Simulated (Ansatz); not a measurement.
HgSe: isotropic strain −3.00 %

Start from HgSe in the zinc blende structure (space group F-43m, No. 216; a = 6.260 Å).

Modification: an isotropic linear strain of −3.00 %, atoms relaxed at fixed cell.

Level of theory: DFT with PBE, PAW potentials and a 420 eV plane-wave cutoff in Ansatz (an electronic-structure program), no spin-orbit coupling. k-mesh 13×13×13 (Γ-centred); smearing 0.05 eV (Fermi–Dirac).

The volume per atom drops by 2.678 Å³ to 27.99 Å³ and the space group is still F-43m (No. 216). The shortest interatomic distance drops by 0.0813 Å to 2.629 Å and the energy increases by 37 meV/atom. The pressure goes from zero to 4.9 GPa and the band gap remains zero.

Final structure:

```
CELL_PARAMETERS angstrom
      0.00000     3.03609     3.03609
      3.03609     0.00000     3.03609
      3.03609     3.03609     0.00000
ATOMIC_POSITIONS crystal
  Hg 0.00000 0.00000 0.00000
  Se 0.75000 0.75000 0.75000
```

With Hg present, leaving out spin-orbit coupling can change the band edges. No phonon test of stability was made. All final runs are without spin polarisation. The zero or small gap of HgSe can change with the level of theory.
